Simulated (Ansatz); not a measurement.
The starting structures come from a database of crystals and need not be the phases stable at ambient conditions.

 Where the default PAW files enter, the runs use the earlier of Ansatz's two default sets.

By PBEsol, the system below comes out a metal.

A figure of merit of an interconnect metal is its ballistic conductance per area.

Data:

```
Si
1.0
    2.65853     0.00000     0.00000
    0.00000     4.74274     0.00000
    1.32926    -2.37137     2.37137
Si
2
Cartesian
  0.66463   2.37137   0.00000
  1.32926   0.00000   0.00000
```

Space group of this cell: I4_1/amd. The cell is taken as given; by PBEsol its mean pressure is 0.8 GPa.

The current flows along the normal of the first two printed cell vectors, the (100) plane of the conventional cell. No spin-orbit coupling; the value is a mean over 0.1 eV about the Fermi level.

### Question
Estimate the ballistic conductance per area that PBEsol in Ansatz (a program for electronic structure) returns for this system.

### Answer
1.1 × 10¹⁵ S/m² for both spins.
